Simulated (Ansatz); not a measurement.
An Ansatz (a first-principles code) run: Lu with a change (pressure 0.9 GPa); PBEsol (Ansatz; PAW; 420 eV plane waves; without spin-orbit coupling).

Input:

Ansatz 0.2 input:
```yaml
crystal:
  lattice:
    - [3.4451354869, 0, 0]
    - [-1.7225677435, 2.9835748512, 0]
    - [0, 0, 5.3488545597]
  atoms:
    - { symbol: Lu, position: [0.6666666667, 0.3333333333, 0.75] }
    - { symbol: Lu, position: [0.3333333333, 0.6666666667, 0.25] }
basis: { ecutwfc: 420, ecutrho_ratio: 4, xc_grid: 2, fft_grid_basis: typed }
kpoints: { mp_grid: { grid: [16, 16, 9] } }
hamiltonian:
  xc: pbesol
  dispersion: none
  pseudopotentials: { kind: paw }
scf: { occupations: { method: fermi_dirac, width: 0.05 } }
relax: { f_tol: 0.01, max_steps: 60, cell: { stress_tol: 0.02, p_target: 0.9 } }
output: { forces: true, stress: true }
checkpoint: { write: state.ck, write_every: 1000 }
```

Output (explanatory and most iteration lines left out):

```
Relaxation: its limit of steps is 60 (relax.max_steps)
Pseudopotential: Lu, paw, valence charge 25
Crystal: 2 atoms, lattice volume = 54.980 Å³
Basis set: ecut = 420 eV, 1085 PW (Γ), exchange–correlation on 48×48×72 points (8 copies of the dense FFT grid, shifted against one another)
Bands: 31, of which v1, the nominal top of the filled ones, is band 25 counted from 1 (24 counted from 0)
Symmetry: 24 space group operations
Space group: P63/mmc (ITA 194), of the structure as read, at distance tolerance 3.8e-5 Å
k-points: 150 of 2304
Functional: x = pbesol(κ = 0.804, μ = 0.12345679012345678), c = pbesol(β = 0.046)
SCF iter   1: F=—  HF=-29222.990253 eV  |F-HF|=—  |Δ(HF+E_count)|=         —  Δρ=2.68e-3  dr2=3.62e-3  ethr=1.77e-3  ⟨swp⟩=5.3  Hψ=20278  notcnv=0  defer=1
SCF iter   2: F=—  HF=-29222.982836 eV  |F-HF|=—  |Δ(HF+E_count)|=   7.42e-3  Δρ=1.97e-3  dr2=2.24e-3  ethr=7.25e-6  ⟨swp⟩=3.2  Hψ=12833  notcnv=0  defer=66
SCF 1 converged in 8 iterations: F = -29222.981444 eV  dr2 = 2.56e-9
relax step   1: F+E_penalty+E_count = -29222.98144432 eV  Δ(F+E_penalty+E_count) = +0.000e0 eV  max|allowed force component| = 6.014e-17 eV/Å  Δτ_max = 0.0000 Å  P = -0.000 GPa  Ω = 54.980 Å³  (8 SCF iters, dr2 threshold 1.00e-7 eV, accepted)
[... steps on the carried basis left out ...]
relax step   4: F+E_penalty+E_count = -29222.97886737 eV  Δ(F+E_penalty+E_count) = +2.539e-4 eV  max|allowed force component| = 1.064e-16 eV/Å  Δτ_max = 0.0000 Å  P = +0.892 GPa  Ω = 54.042 Å³  stress off target by 1.36e-2 GPa  SCF on the basis re-selected at this cell (its energy is not comparable with the rows above)  (7 SCF iters)
SCF converged after 7 iterations
Free energy (F): -29222.978867 eV
Internal energy: -29222.953130 eV  (E = F + TS)
E sigma→0 (E₀):  -29222.965999 eV
Entropy (-TS):   -0.025737 eV (-12.868 meV/atom)
Fermi energy:    14.765378 eV
--- Forces (eV/Å), atoms counted from 1 ---
  atom   1  Lu     0.00000000     0.00000000     0.00000000
  atom   2  Lu    -0.00000000    -0.00000000     0.00000000
--- Stress (GPa, compression-positive) ---
        0.894774      -0.000000       0.000000
        0.000000       0.894774       0.000000
        0.000000       0.000000       0.886419
  P = ⅓ Tr σ = 0.8920 GPa (8.920 kbar)
--- Relaxed structure (3 steps of the walk, 3 accepted, 1 SCFs on fresh bases) ---
  cell:  # Å, volume = 54.0424 Å³
    - [3.425755475439647, 2.8705139286184193e-11, 0.0]
    - [-1.7128777377446829, 2.9667912688700198, 0.0]
    - [0.0, 0.0, 5.31730536242525]
  atoms:
    - { symbol: Lu, position: [0.6666666666666665, 0.33333333333333326, 0.75] }
    - { symbol: Lu, position: [0.3333333333333333, 0.6666666666666665, 0.24999999999999997] }
```

Load acts through the strain it causes; cell and atoms are relaxed under it. Stability against distortions was not tested. The cell was made from Lu in the hcp (Mg type) structure (space group P6_3/mmc, No. 194) by this change: pressure 0.9 GPa.
